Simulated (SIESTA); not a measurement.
Troubleshooting SIESTA: a failed run on CuTeSBr (P2_1/c, 16 atoms in the cell). The aim is a self-consistent single point with DFT, GGA PBEsol, numerical atomic orbitals DZP, PseudoDojo PBEsol standard norm-conserving potentials (rewritten from UPF to PSML).

This input was run:

```
# files in the folder: Cu.psml Te.psml S.psml Br.psml (PseudoDojo PBEsol standard)
SystemName  CuTeSBr
SystemLabel siesta

NumberOfAtoms                16
NumberOfSpecies              4
%block ChemicalSpeciesLabel
  1 29 Cu
  2 52 Te
  3 16 S
  4 35 Br
%endblock ChemicalSpeciesLabel
LatticeConstant              1.0 Bohr
%block LatticeVectors
    15.138085758    0.000000000    0.000000000
     0.000000000    9.284262245    0.000000000
   -10.307431778    0.000000000   21.103724367
%endblock LatticeVectors
AtomicCoordinatesFormat      Ang
%block AtomicCoordinatesAndAtomicSpecies
     0.179323092    4.278896509    2.811110789  1
     2.376948908    0.634123491    8.356499211  1
     5.104177908    1.822386509    2.772694211  1
    -2.547905908    3.090633491    8.394915789  1
     1.532047752    2.476456861    1.635719837  2
     1.024224248    2.436563139    9.531890163  2
     3.751453248    0.019946861    3.948085163  2
    -1.195181248    4.893073139    7.219524837  2
     3.743266872    3.391162925    1.903519124  3
    -1.186994872    1.521857075    9.264090875  3
     1.540234128    0.934652925    3.680285876  3
     1.016037872    3.978367075    7.487324124  3
    -1.423203411    3.184324783    4.318849815  4
     3.979475411    1.728695217    6.848760185  4
     6.706704411    0.727814783    1.264955185  4
    -4.150432411    4.185205217    9.902654815  4
%endblock AtomicCoordinatesAndAtomicSpecies

XC.functional                GGA
XC.authors                   PBEsol
PAO.BasisSize                DZP
PAO.EnergyShift              0.005 Ry
MeshCutoff                   30 Ry
%block kgrid.MonkhorstPack
    3   0   0  0.0
    0   5   0  0.0
    0   0   2  0.0
%endblock kgrid.MonkhorstPack
OccupationFunction           MP
OccupationMPOrder            0
ElectronicTemperature        50.0 meV

MaxSCFIterations             150
SCF.Mixer.Method             Broyden
SCF.Mixer.Weight             0.25
SCF.Mixer.History            6
SCF.DM.Tolerance             1.0E-05
Diag.ParallelOverK           true
WriteForces                  true
Charge.Mulliken              end
```

Output, abridged:

```
        iscf     Eharris(eV)        E_KS(eV)     FreeEng(eV)     dDmax    Ef(eV) dHmax(eV)
   scf:    1   -33546.982224   -34540.797345   -34540.821155  1.908002  0.294983 82.923547
   scf:    2   -34708.720092   -34969.385352   -34969.385352  3.679831 -2.415463 19.899449
   scf:    3   -35025.104354   -35023.021225   -35023.036621  1.579698 -1.764243  4.307281
   scf:    4   -35023.466893   -35024.886859   -35024.895862  0.578980 -2.214057  3.391960
   scf:    5   -35013.105187   -35022.530240   -35022.541016  0.849857 -2.182455  5.953602
   [... 141 lines left out ...]
   scf:  147   -35026.107266   -35026.107266   -35026.121537  0.000320 -2.383879  0.001526
   scf:  148   -35026.107266   -35026.107266   -35026.121537  0.000225 -2.383879  0.001626
   scf:  149   -35026.107266   -35026.107266   -35026.121537  0.000289 -2.383879  0.001896
   scf:  150   -35026.107266   -35026.107266   -35026.121537  0.000342 -2.383879  0.002231
SCF_NOT_CONV: SCF did not converge in maximum number of steps (required).
SCF_NOT_CONV: SCF did not converge in maximum number of steps (required).
Geom step, scf iteration, dDmax, dHmax:    0   150      0.000342     0.000164
Geom step, scf iteration, dDmax, dHmax:    0   150      0.000342     0.000164

ABNORMAL_TERMINATION
ABNORMAL_TERMINATION
Stopping Program from Node:    0
Stopping Program from Node:    0
```

Problem. Find the mistake and give the fix.

Solution. The fault is a basis or grid far too coarse for these potentials. The error of an incomplete plane-wave basis or grid does not cancel at such settings. To fix it, restore the cutoff that the potentials need and check convergence. The run ended unconverged after 150 iterations.

An input that runs soundly differs in these lines (not the only fix; some lines may just follow from the change or write a value another way):
```diff
-MeshCutoff                   30 Ry
+MeshCutoff                   350 Ry
```

With that input, the run converged in 16 iterations: free energy E − TS -34911.0826 eV; top of the valence band (on the code's own zero) -4.69 eV; gap on the k-point mesh 1.26 eV; pressure -0.81 GPa; largest force (vector length) 0.651 eV/Å (DFT, GGA PBEsol, numerical atomic orbitals DZP, PseudoDojo PBEsol standard norm-conserving potentials (rewritten from UPF to PSML)).

On the sound input: the starting cell comes from a database of computed structures (which also holds hypothetical and non-ambient phases and stackings), without a prior relaxation at this level. Spin-orbit coupling is off. Values carry the incompleteness of an atom-centred basis.
